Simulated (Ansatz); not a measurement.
Ge (diamond structure), cut as (100) film, 4 layers, dihydride; geometry relaxed with PBE. The relaxation kept the symmetry of its start, so a lower minimum of less symmetry isn't excluded. The in-plane lattice is held at the bulk value. With PBE run with Ansatz (a program for electronic structure) the gap on the k-mesh of the run is 1.94 eV. k-points: Γ-centred 7×7×1 mesh; occupations: Fermi-Dirac, 0.020 eV; spin polarisation not allowed. No spin-orbit coupling.

Q: What gap does Ansatz with HSE06 give on the same geometry and mesh?

A: 2.68 eV, wider by 0.74 eV.
